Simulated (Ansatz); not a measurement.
## TiAl, pressure series

Start from TiAl (space group P4/mmm, No. 123; a = 2.813 Å, c = 4.059 Å).

Cell and atoms are relaxed at each pressure.

All numbers come from r2SCAN, PAW, 500 eV (Ansatz, a quantum-chemistry and plane-wave program; no SOC), earlier PAW set.

Notes on the quantities. enthalpy: H = E + PV relative to the base's energy.

```json
[
 {"change": "base", "volume per atom": "16.06 Å³", "enthalpy": "–"},
 {"change": "pressure −2 GPa", "volume per atom": "…", "enthalpy": "-0.20 eV/atom"},
 {"change": "pressure −1 GPa", "volume per atom": "…", "enthalpy": "-0.10 eV/atom"},
 {"change": "pressure 0.9 GPa", "volume per atom": "15.94 Å³", "enthalpy": "+0.09 eV/atom"},
 {"change": "pressure 2.1 GPa", "volume per atom": "15.79 Å³", "enthalpy": "+0.21 eV/atom"},
 {"change": "pressure 4.5 GPa", "volume per atom": "…", "enthalpy": "+0.44 eV/atom"},
 {"change": "pressure 9 GPa", "volume per atom": "15.04 Å³", "enthalpy": "+0.87 eV/atom"},
 {"change": "pressure 15 GPa", "volume per atom": "14.50 Å³", "enthalpy": "+1.42 eV/atom"},
 {"change": "pressure 22.5 GPa", "volume per atom": "…", "enthalpy": "+2.09 eV/atom"},
 {"change": "pressure 30 GPa", "volume per atom": "13.45 Å³", "enthalpy": "+2.73 eV/atom"}
]
```

Q: Some entries are withheld; estimate them.

A: 
- pressure −2 GPa, volume per atom: 16.34 Å³
- pressure −1 GPa, volume per atom: 16.19 Å³
- pressure 4.5 GPa, volume per atom: 15.51 Å³
- pressure 22.5 GPa, volume per atom: 13.93 Å³

Load acts through the strain it causes; cell and atoms are relaxed under it. Whether these cells are dynamically stable was not tested. Competing high-pressure phases were not computed. All final runs are without spin polarisation.
